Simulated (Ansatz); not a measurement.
Worked example: self-consistent single point of CuAu3 (P1, 4 atoms in the cell) in Ansatz (an electronic-structure program).

Computed with LDA (PW92), PAW files made with PBE (plane waves; Ansatz).

```
CuAu3
1.0
    4.01290     0.00000     0.00000
    0.00000     4.01290     0.00000
    0.00000     0.00000     4.01290
Cu Au
1 3
Direct
  0.03001   0.00197   0.99895
  0.47407   0.49798   0.98153
  0.99489   0.51041   0.53102
  0.50104   0.98964   0.48850
```

Reference input (self-consistent single point, DFT, PBEsol, plane waves, PAW files made with PBE): kpoints.mp_grid.grid = 5 5 5; hamiltonian.xc = pbesol; hamiltonian.pseudopotentials = {kind: paw} (an earlier, softer set of the program's PAW files); scf.occupations.method = gaussian; scf.occupations.width = 0.1 eV. This run's input differs from it in these lines:

Ansatz 0.2 input:
```diff
@@ -14,3 +14,3 @@
 hamiltonian:
-  xc: pbesol
+  xc: lda
   pseudopotentials:
```

Output (repeated stretches shortened):

```
SCF iter   1: F=—  HF=-45159.905429 eV  |F-HF|=—  |Δ(HF+E_count)|=         —  Δρ=1.61e-1  dr2=2.20e1  ethr=3.10e-3  ⟨swp⟩=5.5  Hψ=9298  notcnv=0  defer=38
all-band conjugate gradients solve this SCF's bands
preconditioner: auto → Kerker (q_TF=auto, 2.803 Å⁻¹)
SCF iter   2: F=—  HF=-45155.444496 eV  |F-HF|=—  |Δ(HF+E_count)|=    4.46e0  Δρ=6.17e-2  dr2=2.53e0  ethr=3.10e-3  ⟨swp⟩=3.0  Hψ=6412  notcnv=0  defer=175
   [... lines left out ...]
SCF iter   9: F=—  HF=-45154.570937 eV  |F-HF|=—  |Δ(HF+E_count)|=   1.58e-4  Δρ=3.43e-4  dr2=5.21e-5  ethr=1.37e-6  ⟨swp⟩=2.0  Hψ=3155  notcnv=0  defer=164
SCF iter  10: F=—  HF=-45154.570932 eV  |F-HF|=—  |Δ(HF+E_count)|=   4.98e-6  Δρ=4.14e-5  dr2=9.34e-7  ethr=6.86e-8  ⟨swp⟩=2.0  Hψ=3120  notcnv=0  defer=164
SCF iter  11: F=—  HF=-45154.570932 eV  |F-HF|=—  |Δ(HF+E_count)|=   2.17e-7  Δρ=9.17e-6  dr2=6.11e-8  ethr=1.32e-10  ⟨swp⟩=9.4  Hψ=13589  notcnv=0
SCF iter  12: F=-45154.570932 eV  HF=-45154.570932 eV  |F-HF|=2.00e-9  |Δ(HF+E_count)|=   2.53e-8  Δρ=2.28e-6  dr2=3.96e-9  ethr=8.05e-11  ⟨swp⟩=3.1  Hψ=7968  notcnv=0
SCF 1 converged in 12 iterations: F = -45154.570932 eV  dr2 = 3.96e-9
Free energy (F): -45154.570932 eV
Internal energy: -45154.549632 eV  (E = F + TS)
E sigma→0 (E₀):  -45154.560282 eV
Entropy (-TS):   -0.021299 eV (-5.325 meV/atom)
Fermi energy:    18.786958 eV
--- Forces (eV/Å), atoms counted from 1 ---
  atom   1  Cu    -0.39406702     0.05401402     0.16547545
  atom   2  Au     0.71930124    -0.18941009     1.10048611
  atom   3  Au    -0.48072350    -0.37223530    -1.01461466
  atom   4  Au     0.15546773     0.50762893    -0.25134457
--- Stress (GPa, compression-positive) ---
       -5.109007      -0.024613       1.146398
       -0.024613      -7.013537      -0.410648
        1.146398      -0.410648      -6.744654
  P = ⅓ Tr σ = -6.2891 GPa (-62.891 kbar)
  The stress holds the Pulay correction. Without it, at fixed plane waves, as pw.x and ABINIT print it: P = -6.3497 GPa
```

The run converged in 12 iterations. Against the reference run the pressure goes from -1.63 to -6.29 GPa and the largest force goes from 1.438 to 1.328 eV/Å.

The starting cell comes from a database of computed structures (which also holds hypothetical and non-ambient phases and stackings), without a prior relaxation at this level. Its atoms were displaced at random from the sites of space group no. 221. Spin polarisation is off. With a pressure of about -6 GPa the cell is away from its equilibrium volume at this level. Forces in this geometry exceed 1 eV/Å. Ansatz's pressure includes its estimate of the finite-basis (Pulay) stress.

Cost on one core of a shared machine: roughly 40 s.
